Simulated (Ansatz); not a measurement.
# Amorphous Al28O43Na2

Preparation: random packing, a CHGNet melt and quench, and a DFT relaxation. O atoms were pushed apart under 1.9 Å during the dynamics, to hinder bonds among them. The hot cell started wider than the set density and was brought back towards it in steps. It is the lowest in DFT energy of 2 quenches. It is a model cell: composition and starting density were chosen by hand, and all elements were melted together. No dispersion term was used.

Methods: PBE, scalar-relativistic without spin-orbit coupling (Ansatz, a quantum-chemistry and plane-wave program); r2SCAN, scalar-relativistic without spin-orbit coupling (Ansatz); HSE06, scalar-relativistic without spin-orbit coupling (Ansatz). Geometry, pressure, stress and energy are those of the PBE run. Its sampling: a 2×2×2 Γ-centred mesh; Fermi-Dirac width 0.02 eV; no spin polarisation. Other functionals are single points at the zone centre (r2SCAN at 500 eV; exact exchange cut at the cell's faces), free to take moments where seeds were set. At PBE the levels at the filled edge of the gap are localised (band-tail or defect states), and the nearest spread-out levels lie 4.0 eV apart at the zone centre.

| Quantity | Result |
|---|---|
| Number of atoms in the cell | 73 |
| Density (held, not predicted) | 3.07 g/cm^3 |
| Volume per atom | 11.04 Å³ |
| Pressure on a 2×2×2 Γ-centred mesh | 1.06 GPa |
| Largest force and stress component on that mesh (the relaxation ran on the zone centre alone) | 0.05 eV/Å and 1.1 GPa |
| Level gap on a 2×2×2 Γ-centred mesh (PBE) | 3.31 eV |
| Level gap at the zone centre (PBE) | 3.30 eV |
| Level gap at the zone centre (r2SCAN) | 3.93 eV |
| Level gap at the zone centre (HSE06) | 4.97 eV |

Neighbours within Al-Al 2.66 Å, Al-O 2.26 Å, Al-Na 3.16 Å, O-O 1.58 Å, O-Na 2.78 Å, Na-Na 3.65 Å count as bonded. Two cations that share two anions don't count as bonded, nor two that share one unless they lie closer than Al-Al 2.59 Å, Al-Na 3.07 Å, Na-Na 3.55 Å.

| Item | Value |
|---|---|
| Mean coordination of Al by anions | 4.75 (10 with 4, 15 with 5, 3 with 6) |
| Mean coordination of O | 3.21 (2 with 2, 30 with 3, 11 with 4) |
| Mean coordination of Na by anions | 2.50 (1 with 2, 1 with 3) |
| Mean Al-O bond | 1.861 Å (spread 0.089 Å, 133 counted) |
| Mean O-Na bond | 2.440 Å (spread 0.130 Å, 5 counted) |

Its density started from a set value of 3.07 g/cm³. Cooling (nominally 410 K/ps over its main leg) ran many orders faster than in experiment, which tends to leave more defects and strain. A cell of this size samples the disorder only roughly. The volume was held where the preparation left it and the shape relaxed, at a PBE pressure of 1.1 GPa. Stress components on the final sampling reach 1.1 GPa.
